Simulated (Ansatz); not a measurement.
Start from GaN in the zinc blende structure (space group F-43m, No. 216; a = 4.498 Å). Axes: x, y, z lie along the cube axes.

Level of theory: r2SCAN, PAW, 500 eV (Ansatz, a first-principles code; no SOC).

Before the change:

Valence-band top at Γ: 0.00, 0.00, 0.00 eV

The change: tensor shear ε_xy = +1.43 % (engineering shear γ = 0.0286); the atoms relax in the strained cell.

**Question.** Predict the new valence-band top at Γ, stress and energy relative to the base.

**Answer.** The valence-band top at Γ (three highest levels, from the VBM) changes from 0.00, 0.00, 0.00 eV to 0.00, -0.10, -0.19 eV; the stress (xx, yy, zz, yz, xz, xy; compression positive) amounts to (0.08, 0.08, -0.01, 0.00, 0.00, -4.62) GPa; the energy grows by 4.7 meV/atom.

The levels and masses belong to the bands next to the band gap. Stability against distortions was not tested. This is not the structure that GaN has at room temperature and ambient pressure.
